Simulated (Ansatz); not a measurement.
## Several settings converged on the (110) slab of CaPb (cut from a parent of space group no. 123; 8 atoms in the cell)

```
CELL_PARAMETERS angstrom
      4.65065     0.00000     0.00000
      0.00000     5.06921     0.00000
      0.00000     0.00000    21.60378
ATOMIC_POSITIONS crystal
  Ca 0.00000 0.25000 0.32402
  Pb 0.50000 0.75000 0.32402
  Ca 0.00000 0.75000 0.44134
  Pb 0.50000 0.25000 0.44134
  Ca 0.00000 0.25000 0.55866
  Pb 0.50000 0.75000 0.55866
  Ca 0.00000 0.75000 0.67598
  Pb 0.50000 0.25000 0.67598
```

Base method: PBEsol, default PAW files made with PBE (plane waves; Ansatz, a quantum-chemistry and plane-wave program).

Base settings: basis.ecutwfc = 420 eV; kpoints.mp_grid.grid = 4 3 1; hamiltonian.xc = pbesol; hamiltonian.pseudopotentials = {kind: paw} (the program's default PAW files); scf.occupations.method = gaussian; scf.occupations.width = 0.1 eV.

The count of work is k-points × plane waves × bands × iterations; it is no time. Core times come from one kind of shared machine, to one figure; runs under 30 s give none.

**The vacuum**

The mesh stays at the base's, so the ladder's end is converged at best in this setting alone.

Only quantities that move along the ladder and can be compared are tabulated.

```csv
vacuum between outermost atoms (Å),free energy less the last step's (meV/atom),largest difference of a force vector from the last step's (eV/Å),count of work / last
3.0,-142.13,0.506,0.25
4.0,-73.91,0.233,0.31
5.0,-35.71,0.152,0.33
6.0,-15.89,0.085,0.36
7.0,-6.34,0.038,0.39
8.0,-2.50,0.015,0.41
10.0,-0.41,0.003,0.47
12.0,-0.06,0.000,0.52
14.0,-0.01,0.000,0.57
17.0,0.00,0.000,0.65
20.0,0.00,0.000,0.74
25.0,0.00,0.000,0.87
30.0,0.00,0.000,1.0
```

Smallest vacuum between outermost atoms (Å) that holds the free energy within 5 meV/atom of the last step, with all finer ones: 8.0, at 0.41 of the last step's count of work; the step before is off by 6.3 meV/atom.

Smallest vacuum between outermost atoms (Å) that holds the forces within 0.005 eV/Å of the last step, with all finer ones: 10.0; the step before is off by 0.015 eV/Å.

**The k-point mesh**

Only quantities that move along the ladder and can be compared are tabulated.

```tsv
kpoints.mp_grid.grid	free energy less the last step's (meV/atom)	largest difference of a force vector from the last step's (eV/Å)	count of work / last	core time / last (rough)
2 2 1	140.69	0.335	0.050	–
3 2 1	46.98	0.262	0.050	–
3 3 1	12.72	0.096	0.044	–
4 3 1	3.57	0.128	0.067	–
4 4 1	2.34	0.154	0.10	–
5 4 1	1.26	0.130	0.10	–
5 5 1	-2.81	0.043	0.10	–
6 6 1	-2.68	0.015	0.18	0.2
7 7 1	-1.05	0.017	0.18	0.2
8 8 1	-1.20	0.018	0.28	0.3
10 9 1	-0.22	0.021	0.33	0.3
11 11 1	0.32	0.033	0.40	0.3
13 12 1	-0.23	0.030	0.54	0.4
16 14 1	0.47	0.007	0.80	0.9
18 17 1	0.00	0.000	1.0	1
```

Coarsest kpoints.mp_grid.grid that holds the forces within 0.01 eV/Å: not settled: the last two steps still differ by 0.007 eV/Å, over half the tolerance, so the ladder does not show it.

Coarsest kpoints.mp_grid.grid that holds the free energy within 5 meV/atom of the last step, with all finer ones: 4 3 1, at 0.067 of the last step's count of work; the step before is off by 13 meV/atom.

Two neighbours can agree and both be off: 5 5 1 and 6 6 1 differ by 0.13 meV/atom in the free energy, yet lie about 2.7 meV/atom from the last step.

**The plane-wave cutoff**

The mesh stays at the base's, so the ladder's end is converged at best in this setting alone.

Only quantities that move along the ladder and can be compared are tabulated.

| basis.ecutwfc | free energy less the last step's (meV/atom) | largest difference of a force vector from the last step's (eV/Å) | count of work / last |
|---|---|---|---|
| 210 eV | 2324.49 | 0.054 | 0.16 |
| 250 eV | 431.66 | 0.037 | 0.18 |
| 295 eV | 42.19 | 0.009 | 0.21 |
| 355 eV | 1.28 | 0.000 | 0.28 |
| 420 eV | 0.37 | 0.000 | 0.36 |
| 505 eV | 0.13 | 0.000 | 0.47 |
| 630 eV | 0.03 | 0.000 | 0.65 |
| 840 eV | 0.00 | 0.000 | 1.0 |

Coarsest basis.ecutwfc that holds the free energy within 0.5 meV/atom of the last step, with all finer ones: 420 eV, at 0.36 of the last step's count of work; the step before is off by 1.3 meV/atom.

Coarsest basis.ecutwfc that holds the forces within 0.02 eV/Å of the last step, with all finer ones: 295 eV, at 0.21 of the last step's count of work; the step before is off by 0.037 eV/Å.

On the base run: the starting cell comes from a database of computed structures (which also holds hypothetical and non-ambient phases and stackings), without a prior relaxation at this level. The slab is cut from that crystal, and its faces are unrelaxed. Its lattice was rescaled by up to half a per cent. Without a gap this mesh is coarse (it stands for a supercell whose shortest in-plane vector is 15 Å).

Keys are those of Ansatz 0.2.
